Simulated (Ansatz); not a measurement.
Structures of equal composition on the (110) surface of bcc Mo: a layer of Ir in place of the second plane; a layer of Ir in place of the third plane. The slabs share one bottom face, and each structure is named by its start. These are constructed structures in small cells; real faces may alloy, dewet or reconstruct in larger ones, and not all known structures of the face are among them. Slabs of about 11 Å, Fermi-Dirac smearing of 0.1 eV. Bottom of the slabs: a bare face, its two planes held. Relaxed from the named starts with such symmetry as they have, on meshes of like density; energies extrapolated to zero smearing; spin only where a row says so; no spin-orbit coupling, no U. Brackets mark spin-polarised runs, whose order is one that fits the cell.

All values below come from PBE (plane waves to 420 eV, PAW; Ansatz, a program for electronic structure).

**Question.** Put the candidates in order of energy per 1x1 cell, lowest first, for PBE.

**Answer.** a layer of Ir in place of the third plane (0.000 eV), a layer of Ir in place of the second plane (0.162 eV)
